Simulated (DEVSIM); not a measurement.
System: abrupt InP p-n junction, at 300 K.

| layer (left to right) | material | thickness (μm) | Nd (cm⁻³) | Na (cm⁻³) | τn (s) | τp (s) |
|---|---|---|---|---|---|---|
| 1 | InP | 1.60 | - | 1.4e17 | 5.5e-8 | 5.5e-8 |
| 2 | InP | 190 | 2.8e17 | - | 5.5e-8 | 5.5e-8 |

Left contact: ohmic. Right contact: ohmic. Voltage is applied to the left contact. Recombination: SRH at mid-gap, radiative, Auger. Mobility is μmin + (μ − μmin)/(1 + (N/Nref)^α).

The device is made up for the run: typed textbook-type constants, with dimensions and the other settings drawn at random. Values at 300 K.

```csv
parameter,InP
gap (eV),1.344
affinity (eV),4.38
permittivity,12.5
Nc (cm⁻³),5.7e17
Nv (cm⁻³),1.1e19
μn (cm²/Vs),5200
μp (cm²/Vs),170
"μn,min",400
"μp,min",10
"Nref,n",3e17
"Nref,p",4.9e17
αn,0.47
αp,0.62
B (cm³/s),1.2e-10
Cn (cm⁶/s),9e-31
Cp (cm⁶/s),9e-31
```

Simulated with DEVSIM: 1D drift-diffusion, Boltzmann statistics, complete ionisation; no tunnelling, impact ionisation, image-force lowering or self-heating.

**Question.** Tabulate band edges, carrier densities and field at 1.0 V on the left contact.

**Answer.** Energies count from the Fermi level of the right contact; mesh points crowd at the junctions.

```json
[
 {"x (μm)": "0.000", "Ec (eV)": "0.231", "Ev (eV)": "-1.113", "n (cm⁻³)": "< 1e2", "p (cm⁻³)": "1.4e17", "field (V/cm)": "≈ 0"},
 {"x (μm)": "0.04185", "Ec (eV)": "0.231", "Ev (eV)": "-1.113", "n (cm⁻³)": "1.9e12", "p (cm⁻³)": "1.4e17", "field (V/cm)": "≈ 0"},
 {"x (μm)": "0.1616", "Ec (eV)": "0.231", "Ev (eV)": "-1.113", "n (cm⁻³)": "7.4e12", "p (cm⁻³)": "1.4e17", "field (V/cm)": "≈ 0"},
 {"x (μm)": "0.4765", "Ec (eV)": "0.231", "Ev (eV)": "-1.113", "n (cm⁻³)": "2.2e13", "p (cm⁻³)": "1.4e17", "field (V/cm)": "≈ 0"},
 {"x (μm)": "1.266", "Ec (eV)": "0.231", "Ev (eV)": "-1.113", "n (cm⁻³)": "5.8e13", "p (cm⁻³)": "1.4e17", "field (V/cm)": "≈ 0"},
 {"x (μm)": "1.491", "Ec (eV)": "0.231", "Ev (eV)": "-1.113", "n (cm⁻³)": "6.8e13", "p (cm⁻³)": "1.4e17", "field (V/cm)": "-19"},
 {"x (μm)": "1.577", "Ec (eV)": "0.198", "Ev (eV)": "-1.146", "n (cm⁻³)": "2.6e14", "p (cm⁻³)": "3.9e16", "field (V/cm)": "-24000"},
 {"x (μm)": "1.624", "Ec (eV)": "0.024", "Ev (eV)": "-1.321", "n (cm⁻³)": "2.2e17", "p (cm⁻³)": "4.5e13", "field (V/cm)": "-7400"},
 {"x (μm)": "1.709", "Ec (eV)": "0.017", "Ev (eV)": "-1.327", "n (cm⁻³)": "2.8e17", "p (cm⁻³)": "3.4e13", "field (V/cm)": "≈ 0"},
 {"x (μm)": "1.946", "Ec (eV)": "0.017", "Ev (eV)": "-1.327", "n (cm⁻³)": "2.8e17", "p (cm⁻³)": "3.1e13", "field (V/cm)": "≈ 0"},
 {"x (μm)": "2.644", "Ec (eV)": "0.017", "Ev (eV)": "-1.327", "n (cm⁻³)": "2.8e17", "p (cm⁻³)": "2.3e13", "field (V/cm)": "≈ 0"},
 {"x (μm)": "5.855", "Ec (eV)": "0.017", "Ev (eV)": "-1.327", "n (cm⁻³)": "2.8e17", "p (cm⁻³)": "5.6e12", "field (V/cm)": "≈ 0"},
 {"x (μm)": "13.45", "Ec (eV)": "0.018", "Ev (eV)": "-1.327", "n (cm⁻³)": "2.8e17", "p (cm⁻³)": "2.0e11", "field (V/cm)": "≈ 0"},
 {"x (μm)": "34.50", "Ec (eV)": "0.018", "Ev (eV)": "-1.326", "n (cm⁻³)": "2.8e17", "p (cm⁻³)": "2.0e7", "field (V/cm)": "≈ 0"},
 {"x (μm)": "123.1", "Ec (eV)": "0.018", "Ev (eV)": "-1.326", "n (cm⁻³)": "2.8e17", "p (cm⁻³)": "< 1e2", "field (V/cm)": "≈ 0"},
 {"x (μm)": "167.9", "Ec (eV)": "0.018", "Ev (eV)": "-1.326", "n (cm⁻³)": "2.8e17", "p (cm⁻³)": "< 1e2", "field (V/cm)": "≈ 0"},
 {"x (μm)": "183.1", "Ec (eV)": "0.018", "Ev (eV)": "-1.326", "n (cm⁻³)": "2.8e17", "p (cm⁻³)": "< 1e2", "field (V/cm)": "≈ 0"},
 {"x (μm)": "188.7", "Ec (eV)": "0.018", "Ev (eV)": "-1.326", "n (cm⁻³)": "2.8e17", "p (cm⁻³)": "< 1e2", "field (V/cm)": "≈ 0"},
 {"x (μm)": "190.8", "Ec (eV)": "0.018", "Ev (eV)": "-1.326", "n (cm⁻³)": "2.8e17", "p (cm⁻³)": "< 1e2", "field (V/cm)": "≈ 0"},
 {"x (μm)": "191.4", "Ec (eV)": "0.018", "Ev (eV)": "-1.326", "n (cm⁻³)": "2.8e17", "p (cm⁻³)": "< 1e2", "field (V/cm)": "≈ 0"},
 {"x (μm)": "191.5", "Ec (eV)": "0.018", "Ev (eV)": "-1.326", "n (cm⁻³)": "2.8e17", "p (cm⁻³)": "< 1e2", "field (V/cm)": "≈ 0"},
 {"x (μm)": "191.6", "Ec (eV)": "0.018", "Ev (eV)": "-1.326", "n (cm⁻³)": "2.8e17", "p (cm⁻³)": "< 1e2", "field (V/cm)": "≈ 0"}
]
```
